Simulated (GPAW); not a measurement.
Input and output of a self-consistent single point for Cu (Fm-3m, 1 atom in the cell) (GPAW).

Method of the run: PBE, GPAW PAW datasets PBE (gpaw-data 1.0.1) (plane waves; GPAW 25.7.0).

The change in words: lattice scaled by 0.98; kpts: 10 10 10 → 12 12 12; occupations.width: 0.1 eV → 0.05 eV. Reference geometry:
```
CELL_PARAMETERS angstrom
      0.00000     1.81042     1.81042
      1.81042     0.00000     1.81042
      1.81042     1.81042     0.00000
ATOMIC_POSITIONS crystal
  Cu 0.00000 0.00000 0.00000
```

Reference input (self-consistent single point, DFT PBE, plane waves, GPAW PAW datasets PBE (gpaw-data 1.0.1)): mode = pw; ecut = 800 eV; xc = PBE; kpts = 10 10 10; mesh shift (steps) = 0 0 0; occupations.name = methfessel-paxton; occupations.width = 0.1 eV; occupations.order = 0; nbands = -9; convergence.forces = 0.001 eV/Å; symmetry.symmorphic = false; symmetry.tolerance = 0.0005. This run's input differs from it in these lines:

```diff
@@ -5,5 +5,5 @@
 atoms = Atoms(['Cu'],
-              cell=[[0.000000, 1.810415, 1.810415],
-                    [1.810415, 0.000000, 1.810415],
-                    [1.810415, 1.810415, 0.000000]],
+              cell=[[0.000000, 1.774207, 1.774207],
+                    [1.774207, 0.000000, 1.774207],
+                    [1.774207, 1.774207, 0.000000]],
               positions=[[0.000000, 0.000000, 0.000000]],
@@ -13,4 +13,4 @@
             xc='PBE',
-            kpts={'size': (10, 10, 10), 'gamma': True},
-            occupations={'name': 'methfessel-paxton', 'width': 0.1, 'order': 0},
+            kpts={'size': (12, 12, 12), 'gamma': True},
+            occupations={'name': 'methfessel-paxton', 'width': 0.05, 'order': 0},
             nbands=-9,
```

Log, with long lists cut:

```
     iter     time        total  log10-change:
                         energy   eigst   dens  force
iter:   1 --:--:--    -4.640860
iter:   2 --:--:--    -4.279981   -2.45  -1.18
iter:   3 --:--:--    -3.694902   -1.76  -1.27
iter:   4 --:--:--    -3.694826   -3.70  -1.84
iter:   5 --:--:--    -3.667641   -2.99  -1.93
iter:   6 --:--:--    -3.667661   -4.18  -3.12
iter:   7 --:--:--    -3.667789c  -5.02  -3.13
iter:   8 --:--:--    -3.667658c  -4.84  -2.99
iter:   9 --:--:--    -3.667647c  -6.01  -3.82
iter:  10 --:--:--    -3.667647c  -7.46c -3.75
iter:  11 --:--:--    -3.667649c  -6.08  -3.74
iter:  12 --:--:--    -3.667649c  -7.18  -4.00c
iter:  13 --:--:--    -3.667649c  -9.05c -5.20c
iter:  14 --:--:--    -3.667649c  -9.65c -5.21c -24.13c
Converged after 14 iterations.

Dipole moment: (0.000000, -0.000000, 0.000000) |e|*Ang

Energy contributions relative to reference atoms: (reference = -45021.451841)

Kinetic:        -10.854779
Potential:       +8.554070
External:        +0.000000
XC:              -1.458830
Entropy (-ST):   -0.000373
Local:           +0.092078
SIC:             +0.000000
--------------------------
Free energy:     -3.667835
Extrapolated:    -3.667649

Showing only first 2 kpts
 Kpt  Band  Eigenvalues  Occupancy
  0     3      5.58464    2.00000
  0     4      6.47697    2.00000
  0     5      6.47697    2.00000
  0     6     32.28673    0.00000

  1     3      5.67041    2.00000
  1     4      6.37950    2.00000
  1     5      6.51606    2.00000
  1     6     31.21105    0.00000

Fermi level: 8.72509

No gap
No difference between direct/indirect transitions
Energy (eV): -3.667649

Forces in eV/Ang:
  0 Cu    0.00000   -0.00000   -0.00000

Stress tensor:
    -0.076365    -0.000000     0.000000
    -0.000000    -0.076365     0.000000
     0.000000     0.000000    -0.076365
Stress (GPa, Voigt): [-12.235 -12.235 -12.235   0.      0.     -0.   ]
```

The run converged in 14 iterations. GPAW prints stress with tension positive. Against the reference run the free energy goes up by 23.4 meV/atom and the pressure goes from 1.88 to 12.23 GPa.

The starting cell has typed, rounded lattice constants, without a prior relaxation at this level. Its lattice was rescaled by up to half a per cent. For this run, on top of that: lattice scaled by 0.98. Spin polarisation is off. With a pressure of about 12 GPa the cell is away from its equilibrium volume at this level.
